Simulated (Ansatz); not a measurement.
## A computed series for SnSe: response to strain

Take SnSe in the GeS type structure (space group Pnma, No. 62; a = 11.534 Å, b = 4.121 Å, c = 4.578 Å; layered, stacked along the Cartesian x axis) as the base. Axes: x, y, z lie along a, b, c of the conventional cell.

Strains are applied to the cell and any free atomic positions relax; under biaxial strain the out-of-plane vector relaxes too.

Method: r2SCAN+rVV10 (Ansatz, a quantum-chemistry and plane-wave program; PAW; 500 eV plane waves; spin-orbit coupling left out), earlier PAW set.

Candidates:
(a) biaxial strain +1.05 %, plane normal [001], relaxed out of plane
(b) isotropic strain −0.92 %
(c) biaxial strain −0.25 %, plane normal [001], relaxed out of plane
(d) isotropic strain −5.52 %

Before the change:

| Property | Value |
|---|---|
| Band gap | 0.89 eV |

Q: Order them by band gap, highest first.

A: (a) biaxial strain +1.05 %, plane normal [001], relaxed out of plane (0.94 eV), (c) biaxial strain −0.25 %, plane normal [001], relaxed out of plane (0.87 eV), (b) isotropic strain −0.92 % (0.74 eV), (d) isotropic strain −5.52 % (zero)

A case with no gap was solved on a k-mesh chosen for an insulator, which is coarse for it. Stability against distortions was not tested. The final runs are not spin-polarised. A zero or small gap of SnSe under isotropic strain −5.52 % can be the functional's error rather than a property of the material.
